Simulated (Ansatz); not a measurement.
Defect: interstitial Cu in amorphous Hf10Si10O40 (a melt-quenched model of 60 atoms), charge state +1. The step: Cu moves alone to another site; the atom moves 3.47 Å along (-0.01, 0.35, 0.12) of the unit cell; the moving atom starts with neighbours O at 1.89, O at 1.95 Å and ends with O at 2.01, O at 2.06, O at 2.20, O at 2.44 Å. DFT values are from Ansatz (plane-wave PAW, 420 eV unless said) in a cell of 60 host sites, spin-restricted, static, with no finite-size correction. The charge state is imposed; whether it is stable for some Fermi level was not computed. Sites that were not tried may lie lower. For the PBE band: the saddle point's order was not checked.

| Level | Forward barrier (eV) | Cost of the band or of the saddle's single point |
|---|---|---|
| CHGNet universal potential (has no charge state), its own band | 0.87 | - |
| PBE, the Γ point alone, band relaxed | 1.09 | around 8 core-minutes (rough) |
| PBE, a 2×2×2 k-point mesh shifted by half a step, same geometries | 1.10 | very roughly 4 core-minutes |
| r2SCAN at 500 eV, the Γ point alone, same geometries | (withheld) | roughly 100 core-seconds |

Question: Complete the blanks.

Answer: 
- r2SCAN at 500 eV, the Γ point alone, same geometries, Forward barrier (eV): 1.04

Ansatz is a first-principles code.
